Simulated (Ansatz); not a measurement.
An Ansatz (a quantum-chemistry and plane-wave program) input (DFT with PBEsol, PAW potentials and a 420 eV plane-wave cutoff in Ansatz, no spin-orbit coupling, earlier PAW set):

Ansatz 0.2 input:
```yaml
crystal:
  lattice:
    - [4.1023268047, 0, 0]
    - [2.0511634023, 3.5527192275, 0]
    - [2.0511634023, -1.1842397425, 3.2408995589]
  atoms:
    - { symbol: Ge, position: [0, 0.5, 0.5] }
    - { symbol: Ge, position: [0.5, 0.75, 0.25] }
basis: { ecutwfc: 420, ecutrho_ratio: 4, xc_grid: 2, fft_grid_basis: typed }
kpoints: { mp_grid: { grid: [14, 14, 14] } }
hamiltonian:
  xc: pbesol
  dispersion: none
  pseudopotentials: { azcp: { folder: ./paw }, kind: paw }
scf: { occupations: { method: fermi_dirac, width: 0.05 } }
relax: { f_tol: 0.005, max_steps: 50, cell: { stress_tol: 0.01, fix: [a, b, gamma] } }
output: { forces: true, stress: true }
checkpoint: { write: state.ck, write_every: 1000 }
```

Q: Which symmetry and how many k-points will the program report, and about how many plane waves at Γ?

A: Space group R-3m (ITA 166) with 12 operations, k-points 288 of 2744, and 929 plane waves at Γ.

Q: And the final pressure?

A: -2.13 GPa (compression positive).

The cells carry an imposed strain or load. No phonon test of stability was made. The cell was made from Ge in the diamond structure (space group Fd-3m, No. 227) by this change: biaxial strain +2.21 %, plane normal [111], relaxed out of plane.
